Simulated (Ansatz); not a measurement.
**Pressure series in MgTe**

Base system: MgTe in the zinc blende structure (space group F-43m, No. 216; a = 6.509 Å).

Cell and atoms are relaxed at each pressure.

All numbers come from PBE (Ansatz, a first-principles code; PAW; 420 eV plane waves; without spin-orbit coupling).

```tsv
pressure (GPa)	volume per atom (Å³/atom)
-2	36.868
-1	35.579
0	34.477
0.9	?
2.1	32.620
4.5	30.996
9	28.735
15	26.606
22.5	24.692
```

Task: Fit the third-order Birch–Murnaghan form P(V) = (3B₀/2)[(V₀/V)^(7/3) − (V₀/V)^(5/3)]·[1 + (3/4)(B₀′ − 4)((V₀/V)^(2/3) − 1)] (squares taken in P) to the rows shown and predict the withheld row.

Result: Least squares on the printed values gives V₀ = 34.474 Å³/atom, B₀ = 34.1 GPa, B₀′ = 4.1; this predicts 33.620 Å³/atom, and the run gives 33.622 Å³/atom, 0.002 higher.

Load acts through the strain it causes; cell and atoms are relaxed under it. No phonon test of stability was made. Tetrahedral semiconductors of this kind turn to denser phases somewhere between about 1 and 50 GPa; those were not computed, so compressed cells here can lie past the real transition.
